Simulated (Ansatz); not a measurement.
Consider ZrB2 (space group P6/mmm, No. 191; relaxed with 0.1 eV smearing).

```
ZrB2
1.0
    3.15522     0.00000     0.00000
   -1.57761     2.73250     0.00000
    0.00000     0.00000     3.50621
Zr B
1 2
Direct
  0.00000   0.00000   0.00000
  0.66667   0.33333   0.50000
  0.33333   0.66667   0.50000
```

Cartesian axes are those of the cell as printed.

Computed with PBEsol in Ansatz (plane waves to 420 eV, PAW, no spin-orbit coupling).

It is then changed as follows: the cell is compressed by 2.00 % along x with no lateral relaxation; the atoms relax in the strained cell.

### Question
Predict the stress tensor and what it implies for the stiffness.

### Answer
Stress of the strained cell less that of the base (GPa, compression positive):
```
   12.5     0.0     0.0
    0.0     1.2     0.0
    0.0     0.0     2.8
```

Then −Δσ_ii/ε with ε = -0.0200 gives secant stiffness values (nonlinear terms included at this strain): C11 ≈ 624 GPa, C12 ≈ 59 GPa and C13 ≈ 138 GPa.

As a check, the harmonic strain energy −½ V₀ Δσ:ε is 7.9 meV/atom; the computed energy rise is 7.7 meV/atom.

Whether these cells are dynamically stable was not tested. The final runs are not spin-polarised.

Ansatz is a first-principles code.
